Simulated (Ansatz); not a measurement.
PbS, pressure series

Consider PbS in the rock salt structure (space group Fm-3m, No. 225).

```yaml
crystal:
  lattice:
    - [0.00000, 3.00445, 3.00445]
    - [3.00445, 0.00000, 3.00445]
    - [3.00445, 3.00445, 0.00000]
  atoms:
    - { symbol: S, position: [0.00000, 0.00000, 0.00000] }
    - { symbol: Pb, position: [0.50000, 0.50000, 0.50000] }
```

Cell and atoms are relaxed at each pressure.

Level of theory: PBE (Ansatz, an electronic-structure program; PAW; 420 eV plane waves; scalar-relativistic without spin-orbit coupling).

Notes on the quantities. enthalpy: H = E + PV relative to the base's energy.

| case | band gap | enthalpy | shortest interatomic distance |
|---|---|---|---|
| base | 0.49 eV | – | 3.004 Å |
| pressure −2 GPa | 0.62 eV | -0.35 eV/atom | ___ |
| pressure −1 GPa | 0.56 eV | -0.17 eV/atom | ___ |
| pressure 1.8 GPa | 0.38 eV | +0.30 eV/atom | ___ |
| pressure 9 GPa | zero | +1.42 eV/atom | 2.877 Å |
| pressure 18 GPa | zero | +2.70 eV/atom | 2.795 Å |
| pressure 45 GPa | zero | +6.07 eV/atom | ___ |
| pressure 60 GPa | zero | +7.74 eV/atom | 2.587 Å |

Complete the table.


- pressure −2 GPa, shortest interatomic distance: 3.046 Å
- pressure −1 GPa, shortest interatomic distance: 3.025 Å
- pressure 1.8 GPa, shortest interatomic distance: 2.973 Å
- pressure 45 GPa, shortest interatomic distance: 2.644 Å

The mesh was chosen for an insulator and is coarse for the gapless case. Spin-orbit coupling, missing from the scalar runs, can matter with Pb. Load acts through the strain it causes; cell and atoms are relaxed under it. Stability against distortions was not tested. Competing high-pressure phases were not computed. The final runs are not spin-polarised. Gaps under 0.05 eV, about the width of the smearing, are given as zero. The zero or small gap of PbS under pressure 9 GPa, PbS under pressure 18 GPa, PbS under pressure 45 GPa and PbS under pressure 60 GPa can change with the level of theory.
